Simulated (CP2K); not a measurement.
CP2K run on SnSeS (P3m1, 3 atoms in the cell): relaxation of cell and atoms.

Level of theory: LDA (Pade form), GPW, DZVP-MOLOPT-SR-GTH basis, GTH-PADE potentials (GTH_POTENTIALS) (CP2K 2026.2).

```yaml
crystal:
  lattice:
    - [3.82713, 0.00000, 0.00000]
    - [-1.91357, 3.31439, 0.00000]
    - [0.00000, 0.00000, 6.47731]
  atoms:
    - { symbol: Sn, position: [0.33333, 0.66667, 0.00765] }
    - { symbol: Se, position: [0.00000, 0.00000, 0.75771] }
    - { symbol: S, position: [0.66667, 0.33333, 0.23464] }
```

Reference input (self-consistent single point, DFT LDA (Pade form), GPW, DZVP-MOLOPT-SR-GTH basis, GTH-PADE potentials (GTH_POTENTIALS)): CUTOFF = 400 Ry; REL_CUTOFF = 60 Ry; KPOINTS/SCHEME = MONKHORST-PACK 8 8 4; GAMMA_CENTERED = T; XC_FUNCTIONAL = PADE; Sn/BASIS_SET = DZVP-MOLOPT-SR-GTH-q4; Sn/POTENTIAL = GTH-PADE-q4; Se/BASIS_SET = DZVP-MOLOPT-SR-GTH-q6; Se/POTENTIAL = GTH-PADE-q6; S/BASIS_SET = DZVP-MOLOPT-SR-GTH-q6; S/POTENTIAL = GTH-PADE-q6; METHOD = GPW. This run's input differs from it in these lines:

```diff
@@ -2,3 +2,3 @@
   PROJECT calc
-  RUN_TYPE ENERGY_FORCE
+  RUN_TYPE CELL_OPT
   PRINT_LEVEL LOW
@@ -14,2 +14,3 @@
       EPS_DEFAULT 1E-11
+      EXTRAPOLATION USE_GUESS
     &END QS
@@ -22,3 +23,3 @@
       SCF_GUESS ATOMIC
-      EPS_SCF 1E-6
+      EPS_SCF 1E-7
       MAX_SCF 100
@@ -89,2 +90,20 @@
 &END FORCE_EVAL
+&MOTION
+  &CELL_OPT
+    OPTIMIZER BFGS
+    MAX_ITER 60
+    MAX_FORCE 4E-4
+    RMS_FORCE 3E-4
+    EXTERNAL_PRESSURE [GPa] 0
+    PRESSURE_TOLERANCE [bar] 200
+  &END CELL_OPT
+  &PRINT
+    &CELL ON
+    &END CELL
+    &RESTART OFF
+    &END RESTART
+    &RESTART_HISTORY OFF
+    &END RESTART_HISTORY
+  &END PRINT
+&END MOTION
```

Output, abridged:

```
 SCF WAVEFUNCTION OPTIMIZATION

  Step     Update method      Time    Convergence         Total energy    Change
     1 NoMix/Diag. 0.20E+00      -     0.68755900       -23.3741113149 -2.34E+01
     2 Broy./Diag. 0.20E+00      -     0.02953717       -23.2624797687  1.12E-01
     3 Broy./Diag. 0.20E+00      -     0.10520355       -23.3054792043 -4.30E-02
     4 Broy./Diag. 0.20E+00      -     0.00949995       -23.4184198568 -1.13E-01
     5 Broy./Diag. 0.20E+00      -     0.00585841       -23.3538672277  6.46E-02
     6 Broy./Diag. 0.20E+00      -     0.00431682       -23.3219989241  3.19E-02
   [... 9 lines left out ...]
    16 Broy./Diag. 0.20E+00      -     0.00000047       -23.3140590182 -1.92E-06
    17 Broy./Diag. 0.20E+00      -     0.00000019       -23.3140594675 -4.49E-07
    18 Broy./Diag. 0.20E+00      -     0.00000013       -23.3140595291 -6.16E-08
    19 Broy./Diag. 0.20E+00      -     0.00000006       -23.3140592173  3.12E-07
  *** SCF run converged in    19 steps ***

  Overlap energy of the core charge distribution:               0.00000000098596
  Self energy of the core charge distribution:                -51.55248524715487
  Core Hamiltonian energy:                                     11.21461639887650
  Hartree energy:                                              22.30636036069448
  Exchange-correlation energy:                                 -5.28255073072051

  Total energy:                                               -23.31405921731843

 ENERGY| Total FORCE_EVAL ( QS ) energy [hartree]            -23.314059208149981

 FORCES| Atomic forces [hartree/bohr]
 FORCES|   Atom     x               y               z               |f|
 FORCES|      1  2.11146272E-07 -1.34454939E-07 -2.98039431E-03   2.98039432E-03
   [... lines left out ...]
  Total energy:                                               -23.31475076442731
 OPT| Pressure deviation [bar]                                 -47818.5909537644
 OPT| Pressure tolerance [bar]                                    200.0000000000
 OPT| Pressure is converged                                                   NO
  Total energy:                                               -23.32019337682201
 OPT| Pressure deviation [bar]                                     12.9365780334
 OPT| Pressure tolerance [bar]                                    200.0000000000
 OPT| Pressure is converged                                                  YES
 ***                    GEOMETRY OPTIMIZATION COMPLETED                      ***
   [... lines left out ...]
  Core Hamiltonian energy:                                     11.38355884947145
  Hartree energy:                                              22.20678069145389
  Exchange-correlation energy:                                 -5.35804767377341

  Total energy:                                               -23.32019337682201

 ENERGY| Total FORCE_EVAL ( QS ) energy [hartree]            -23.320193376822012
```

The run converged. 

Summary of the result:
| Item | Result |
|---|---|
| Free energy E − TS | -634.5748 eV |
| Top of the valence band (on the code's own zero) | 4.15 eV |
| Gap on the k-point mesh | 0.69 eV |
| Pressure | 0.00 GPa |
| Largest force (vector length) | 0.005 eV/Å |
| Final cell | a = b = 3.722 Å, c = 5.755 Å, α = 90.02°, β = 89.98°, γ = 120.00° |
| Final volume per atom | 23.02 Å³ |
| Relaxation steps | 33 |

The starting cell comes from a database of computed structures (which also holds hypothetical and non-ambient phases and stackings), without a prior relaxation at this level. Its lattice was rescaled by a random factor within 2.5 % of one. Values carry the incompleteness of an atom-centred basis.

Cost on one core of a shared machine: roughly 10 min.
